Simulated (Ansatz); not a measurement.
GaAlN$_{2}$ (P3m1): ε∞ = 5.031, static ε₀ = 9.213, effective LO energy 100 meV, electron mass 0.252 mₑ (band masses from r2SCAN, rigid bands run with Ansatz, a program for electronic structure, cell and atoms relaxed with PBEsol; dielectric constants and zone-centre modes from LDA run with Ansatz on its own relaxed cell).

**Question.** Work out the Fröhlich coupling α = (1/ε∞ − 1/ε₀) √(m Ry/ħω_LO) and what it means for transport at 300 K.

**Answer.** 1/ε∞ − 1/ε₀ = 0.0902 and √(m × 13.606 eV/ħω) = 5.85, so α = 0.528; in weak coupling the polaron mass is about m(1 + α/6). By the iterated Boltzmann equation for weak coupling, the polar-phonon-limited mobility is 2300 cm²/(V·s) at 300 K (16900 at 200 K, 770 at 400 K).

Model: isotropic Fröhlich coupling of one parabolic band to one effective longitudinal optical (LO) phonon, from the dielectric constants and phonon modes at the zone centre, chosen so that α equals the sum over the polar modes. Acoustic, nonpolar, intervalley and impurity scattering are left out, and they lower the mobility further; with several valleys or bands the averaged mass is a rough stand-in. Semilocal functionals tend to overestimate ε∞, which makes α low and the mobility high.

Computed structure with no diffraction record at hand here (it may be known, metastable or hypothetical): GaAlN2 (P3m1).
